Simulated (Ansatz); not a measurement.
The starting structures come from a database of crystals and need not be the phases stable at ambient conditions.

Tunnelling through a barrier is set by its complex band structure: the current falls as exp(−2κd) with the smallest κ.

Data:

```
CELL_PARAMETERS angstrom
      3.89844     0.00000     0.00000
      0.00000     5.51149     0.00000
      0.00000     0.00000     3.89810
ATOMIC_POSITIONS crystal
  Cd 0.50000 0.50000 0.24303
  Cd 0.00000 0.00000 0.75697
  S  0.50000 0.00000 0.25516
  S  0.00000 0.50000 0.74484
```

Space group of this cell: Pmmn. The cell is taken as given; by r2SCAN its mean pressure is -2.5 GPa.

Transport runs along the normal of the first two printed cell vectors.

The gap is the functional's own. No spin-orbit coupling. Mid-gap values are interpolated on the energy grid.

State the band gap and the smallest decay constant κ at mid-gap according to r2SCAN run with Ansatz (an electronic-structure program).

Gap 0.75 eV on a 8×6×8 mesh; κ = 0.127 1/Å, at the zone centre.
